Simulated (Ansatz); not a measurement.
Partial pair distribution functions of a relaxed model of amorphous Ni22Pt2Si24, broadened by 0.06 Å; density 6.35 g/cm³. Calculation: PBE, scalar-relativistic without spin-orbit coupling (plane waves to 420 eV, PAW; Ansatz, a quantum-chemistry and plane-wave program).

It comes from a melt-quench run on a machine-learned potential (CHGNet), relaxed afterwards by DFT. The hot cell started wider than the set density and was brought back towards it in steps. It is the lowest in DFT energy of 2 quenches. It is a model cell: composition and starting density were chosen by hand, and all elements were melted together. No dispersion term was used. Its density started from a set value of 6.25 and ended at 6.35 g/cm³. Cooling (nominally 260 K/ps over its main leg) ran many orders faster than in experiment, which tends to leave more defects and strain. One small periodic cell is one sample of the glass; other quenches scatter about these values. The volume was free in the relaxation, at fixed shape. Stress components on the final sampling reach 1.2 GPa. On a 2×2×2 Γ-centred mesh force components of up to 0.30 eV/Å stay, since the relaxation ran on one k-point at (1/4, 1/4, 1/4).

```json
[
 {"r (Å)": "2.00", "g Ni-Si": "0.00", "g Ni-Ni": "0.00", "g Si-Si": "0.00"},
 {"r (Å)": "2.10", "g Ni-Si": "0.20", "g Ni-Ni": "0.00", "g Si-Si": "0.00"},
 {"r (Å)": "2.20", "g Ni-Si": "2.70", "g Ni-Ni": "0.00", "g Si-Si": "0.00"},
 {"r (Å)": "2.30", "g Ni-Si": "6.37", "g Ni-Ni": "0.02", "g Si-Si": "0.02"},
 {"r (Å)": "2.40", "g Ni-Si": "5.90", "g Ni-Ni": "0.55", "g Si-Si": "0.59"},
 {"r (Å)": "2.50", "g Ni-Si": "2.67", "g Ni-Ni": "2.50", "g Si-Si": "1.79"},
 {"r (Å)": "2.60", "g Ni-Si": "1.08", "g Ni-Ni": "4.58", "g Si-Si": "1.74"},
 {"r (Å)": "2.70", "g Ni-Si": "0.72", "g Ni-Ni": "3.23", "g Si-Si": "1.43"},
 {"r (Å)": "2.80", "g Ni-Si": "0.35", "g Ni-Ni": "1.54", "g Si-Si": "0.88"},
 {"r (Å)": "2.90", "g Ni-Si": "0.33", "g Ni-Ni": "0.72", "g Si-Si": "1.37"},
 {"r (Å)": "3.00", "g Ni-Si": "0.31", "g Ni-Ni": "0.40", "g Si-Si": "1.30"},
 {"r (Å)": "3.10", "g Ni-Si": "0.14", "g Ni-Ni": "0.27", "g Si-Si": "1.55"},
 {"r (Å)": "3.20", "g Ni-Si": "0.27", "g Ni-Ni": "0.18", "g Si-Si": "1.41"},
 {"r (Å)": "3.30", "g Ni-Si": "0.35", "g Ni-Ni": "0.13", "g Si-Si": "1.16"},
 {"r (Å)": "3.40", "g Ni-Si": "0.59", "g Ni-Ni": "0.15", "g Si-Si": "0.87"},
 {"r (Å)": "3.50", "g Ni-Si": "0.51", "g Ni-Ni": "0.49", "g Si-Si": "0.45"},
 {"r (Å)": "3.60", "g Ni-Si": "0.38", "g Ni-Ni": "0.56", "g Si-Si": "0.89"},
 {"r (Å)": "3.70", "g Ni-Si": "0.40", "g Ni-Ni": "0.89", "g Si-Si": "1.41"},
 {"r (Å)": "3.80", "g Ni-Si": "0.59", "g Ni-Ni": "0.95", "g Si-Si": "1.43"},
 {"r (Å)": "3.90", "g Ni-Si": "1.15", "g Ni-Ni": "1.44", "g Si-Si": "1.46"},
 {"r (Å)": "4.00", "g Ni-Si": "1.11", "g Ni-Ni": "1.51", "g Si-Si": "1.26"},
 {"r (Å)": "4.10", "g Ni-Si": "1.35", "g Ni-Ni": "1.60", "g Si-Si": "0.92"},
 {"r (Å)": "4.20", "g Ni-Si": "1.50", "g Ni-Ni": "1.74", "g Si-Si": "1.07"}
]
```

Within 2.82 Å each Ni has 5.55 Si neighbours on average.
